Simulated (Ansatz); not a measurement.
Input:

```
AlGaP2
1.0
    3.85908     0.00000     0.00000
    0.00000     3.85908     0.00000
    0.00000     0.00000     5.45235
Al Ga P
1 1 2
Direct
  0.50000   0.50000   0.50000
  0.00000   0.00000   0.00000
  0.00000   0.50000   0.24968
  0.50000   0.00000   0.75032
```

Method: PBEsol, rigid bands (plane waves, PAW, scalar-relativistic; Ansatz, a first-principles code). How the cell was made: cell and atoms relaxed with PBEsol.

Predict the electron conductivity mass (n e² τ/σ) at 300 K, by direction if it differs.

0.56 (x), 0.56 (y), 0.38 (z) mₑ.

What conductivity effective mass do dilute holes have at 300 K?

0.49 (x), 0.49 (y), 0.52 (z) mₑ.

And the band gap?

1.46 eV at this level; semilocal functionals usually fall short of the measured gap.

Rigid bands, one relaxation time for all states, no polarons. Spin-orbit coupling is left out; where it splits the top of the valence band it changes the hole mass and lowers the gap by about a third of the splitting.

Computed structure, not matched to a measured one here, so possibly hypothetical: GaAlP2 (P-4m2).
